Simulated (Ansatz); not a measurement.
Base system: LiF in the rock salt structure (space group Fm-3m, No. 225; a = 3.990 Å). Axes: x, y, z lie along the cube axes.

The values are results of r2SCAN (Ansatz, a program for electronic structure; PAW; 500 eV plane waves; no SOC), not measurements.

For the base:

* **Shortest interatomic distance**: 1.995 Å
* **Band gap**: 10.33 eV
* **Pressure**: 0.00 GPa

The change: tensile biaxial strain of 0.58 % in the plane normal to [110], as in epitaxy on a mismatched substrate; the out-of-plane cell vector and the atoms relax.

Question: What happens to the out-of-plane strain, shortest interatomic distance, band gap and pressure?

Answer: The out-of-plane strain amounts to -0.26 %; the shortest interatomic distance rises by 0.003 Å (1.995 Å → 1.998 Å); the band gap decreases by 0.11 eV, from 10.33 eV to 10.22 eV; the pressure (mean of the normal stresses, compression positive) goes from zero to -0.68 GPa.

A biaxial case was relaxed in a doubled cell and then solved in the primitive one. Whether these cells are dynamically stable was not tested.
